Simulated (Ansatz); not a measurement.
We consider CsCl-type NiAl, described by PBE-D3(BJ) in Ansatz (plane waves, PAW).

Run with plane-wave cutoff 520 eV, 22×22×22 k mesh, Fermi–Dirac smearing 0.072 eV (set by the program), no spin polarisation, scalar-relativistic PAW data made under PBE.

Computed at the level's own relaxed cell.

Elastic tensor (GPa, Voigt notation, ions relaxed):

```
  226.4   147.6   147.6     0.0     0.0     0.0
  147.6   226.4   147.6     0.0     0.0     0.0
  147.6   147.6   226.4     0.0     0.0     0.0
    0.0     0.0     0.0   133.1     0.0     0.0
    0.0     0.0     0.0     0.0   133.1     0.0
    0.0     0.0     0.0     0.0     0.0   133.1
```

Worked from these constants: the tetragonal shear constant is C′ = (C11 − C12)/2 = 39.4 GPa against C44 = 133.1 GPa, so the tetragonal shear is the softer. The Zener ratio C44/C′ is 3.38 (1 for an isotropic solid), and the Cauchy pressure C12 − C44 is 14.5 GPa. With C11 + 2C12 = 521.6 GPa all three Born conditions hold; they don't test modes at the zone boundary.

Note: the dispersion coefficients are held fixed in the derivatives.

The computed numbers hold no vibrational or temperature effects.

Ansatz is a program for electronic structure.
